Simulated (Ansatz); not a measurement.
# Effect of Li interstitial (started 1.57 Å from the nearest host atom), symmetric start on BN

The parent structure is a 16-atom supercell of BN in the zinc blende structure (space group F-43m, No. 216; a = 3.625 Å) at its relaxed geometry.

The change: one Li atom is added in an open site, starting 1.57 Å from the nearest host atom, atoms relaxed at fixed cell.

All numbers come from PBE (Ansatz, an electronic-structure program; PAW; 420 eV plane waves; scalar-relativistic without spin-orbit coupling). k-mesh 6×6×6 (Γ-centred); smearing 0.01 eV (Fermi–Dirac).

| quantity | base | changed | shift |
|---|---|---|---|
| pressure | 0.0 GPa | 25.8 GPa | +25.85 GPa |
| largest displacement of a host atom from its site in the perfect cell | – | 0.07 Å | – |
| final site of the added atom | – | 4 N at 1.62 Å and 6 B at 1.88 Å | – |

Other magnetic orders, which the real material may have, were not ruled out. The cell is small, so the values are those of an ordered compound at a high defect concentration; dilute-limit values will differ. A case with no gap was solved on a k-mesh chosen for an insulator, which is coarse for it. The defect started on the symmetric site and kept its symmetry, so it may sit on a saddle. Starting moments died away, wholly or in part, for Li interstitial (started 1.57 Å from the nearest host atom); another magnetic solution may exist. The defect cell is spin-polarised and ends with 0.0 μB.
